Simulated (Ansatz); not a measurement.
Structure of amorphous In24O37Ba (periodic cell):

```xyz
62
Lattice="9.4934 0.3489 -0.2425 0.3489 9.7622 0.0173 -0.2425 0.0173 9.6371" Properties=species:S:1:pos:R:3 pbc="T T T"
In     3.1311     4.4613     4.9927
In     3.8656     9.7975     0.0209
In     8.1460     2.6854     7.5954
In     8.7419     7.7381     2.1603
In     7.7266     8.9024     5.6956
In     9.4801     5.7409     5.8580
In     6.1095     5.2460     2.8286
In     5.0834     1.9431     6.5180
In     0.9056     8.6326     8.3248
In     5.3425     3.4164    -0.0661
In     8.4423     5.6946     9.1237
In     2.4853     6.2283     1.5908
In     5.1353     8.5581     3.0827
In     4.5013     8.4089     6.4803
In     2.5528     5.9915     8.1012
In     1.5076     1.5471     5.7210
In     5.9045     5.4578     6.6068
In     1.7082     8.0832     4.8479
In     3.4858     2.4083     2.5372
In     5.7348     7.0309     0.1647
In     1.4015     2.7515     9.4892
In     7.3047     9.7641     9.3980
In     0.4395     4.0111     2.9627
In     1.0246     0.1700     2.1693
O      6.4504     7.5021     6.4464
O      5.3895     3.2382     2.1536
O      8.5166     9.7423     7.5454
O      2.1785     9.1287     6.6720
O      4.6837     3.8480     7.4356
O      4.5543     6.6362     1.9221
O      2.5091     7.7211     9.4995
O      0.2916     5.6598     1.6154
O      3.4448     2.2696     5.0310
O      8.7248     9.8444     1.5810
O      0.3838     6.4269     8.0401
O      7.0561     2.1207     5.9136
O      2.7261     4.6663     0.0295
O      6.8953     7.2821     2.9733
O      6.4807     1.9697     8.8205
O      4.3723     0.3134     7.6646
O      5.1642     4.9280     4.7390
O      3.8033     7.9379     4.6084
O      4.5292     6.6966     7.9001
O      1.3326     2.3061     2.1033
O      3.2967     0.2478     2.3411
O      1.4257     7.8110     2.7183
O      8.8820     3.6498     9.3837
O      0.5131     0.3768     4.3088
O      2.1752     6.0259     6.0150
O      1.3790     0.4347     0.0255
O      6.2132     9.7943     4.5448
O      7.8598     7.5931     0.0210
O      7.9729     4.3989     3.3636
O      0.7661     2.2966     7.4745
O      5.7086     9.0924     0.7306
O      7.8981     4.8970     7.0415
O      9.2007     7.6241     4.8135
O      0.9406     3.7495     5.0726
O      6.5795     5.1150     0.2968
O      3.6571     2.1439     0.2517
O      2.6302     4.5232     2.9526
Ba     7.3789     1.9045     3.3734
```

Computed with PBE, scalar-relativistic without spin-orbit coupling (plane waves to 420 eV, PAW; Ansatz, a quantum-chemistry and plane-wave program).

The cell was made by melting and quenching with the CHGNet potential and then relaxed with DFT. O atoms were pushed apart under 1.9 Å during the dynamics, to hinder bonds among them. The hot cell started wider than the set density and was brought back towards it in steps. It is the lowest in DFT energy of 2 quenches. It is a model cell: composition and starting density were chosen by hand, and all elements were melted together. No dispersion term was used. Its density started from a set value of 6.49 and ended at 6.49 g/cm³. Cooling (nominally 280 K/ps over its main leg) ran many orders faster than in experiment, which tends to leave more defects and strain. A cell of this size samples the disorder only roughly. The volume was held where the preparation left it and the shape relaxed, at a PBE pressure of 0.4 GPa. Stress components on the final sampling reach 0.5 GPa.

Neighbours within In-In 3.12 Å, In-O 2.76 Å, In-Ba 3.93 Å, O-O 1.58 Å, O-Ba 3.37 Å, Ba-Ba 4.73 Å count as bonded. Two cations that share two anions don't count as bonded, nor two that share one unless they lie closer than In-In 3.04 Å, In-Ba 3.82 Å, Ba-Ba 4.60 Å.

Q: Give the coordination numbers, mean bond lengths and angles.

A: 
```
Quantity                                                                                                         Value
---------------------------------  -----------------------------------------------------------------------------------
Mean coordination of In by anions  5.42 (1 with 4, 12 with 5, 11 with 6); 2 close contacts or bonds to cations besides
Mean coordination of O                                                                     3.68 (12 with 3, 25 with 4)
Mean coordination of Ba by anions                        6.00 (1 with 6); 2 close contacts or bonds to cations besides
Mean In-O bond                                                                   2.206 Å (spread 0.122 Å, 130 counted)
Mean O-Ba bond                                                                     2.702 Å (spread 0.134 Å, 6 counted)
Mean In-Ba close contact                                                           3.601 Å (spread 0.002 Å, 2 counted)
Bond angle at In                                                                             mean 104.7°, spread 28.2°
Bond angle at O                                                                              mean 109.9°, spread 14.0°
Bond angle at Ba                                                                              mean 98.1°, spread 34.0°
```

Q: List the pairs of like atoms that count as bonded by the rules above.

A: There are none by these rules.
